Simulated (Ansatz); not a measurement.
**Pressure series in KTaO3**

The parent structure is KTaO3 in the cubic perovskite structure (space group Pm-3m, No. 221; a = 4.023 Å).

Cell and atoms are relaxed at each pressure.

Method: PBE (Ansatz, a first-principles code; PAW; 420 eV plane waves; without spin-orbit coupling), earlier PAW set.

```json
[
 {"change": "base", "band gap": "2.17 eV", "lattice parameter a": "4.023 Å", "smallest direct gap": "2.81 eV"},
 {"change": "pressure −2 GPa", "band gap": "2.15 eV", "lattice parameter a": "4.038 Å", "smallest direct gap": "2.78 eV"},
 {"change": "pressure −1 GPa", "band gap": "2.16 eV", "lattice parameter a": "4.030 Å", "smallest direct gap": "2.80 eV"},
 {"change": "pressure 3 GPa", "band gap": "2.21 eV", "lattice parameter a": "4.003 Å", "smallest direct gap": "2.84 eV"},
 {"change": "pressure 7 GPa", "band gap": "2.25 eV", "lattice parameter a": "3.977 Å", "smallest direct gap": "2.87 eV"},
 {"change": "pressure 15 GPa", "band gap": "2.33 eV", "lattice parameter a": "3.933 Å", "smallest direct gap": "2.93 eV"},
 {"change": "pressure 30 GPa", "band gap": "2.44 eV", "lattice parameter a": "3.864 Å", "smallest direct gap": "2.99 eV"},
 {"change": "pressure 50 GPa", "band gap": "2.55 eV", "lattice parameter a": "3.791 Å", "smallest direct gap": "3.02 eV"},
 {"change": "pressure 75 GPa", "band gap": "2.65 eV", "lattice parameter a": "3.719 Å", "smallest direct gap": "3.00 eV"},
 {"change": "pressure 100 GPa", "band gap": "2.72 eV", "lattice parameter a": "3.660 Å", "smallest direct gap": "2.93 eV"}
]
```

With Ta present, leaving out spin-orbit coupling can change the band edges. Load acts through the strain it causes; cell and atoms are relaxed under it. Stability against distortions was not tested. Competing high-pressure phases were not computed.
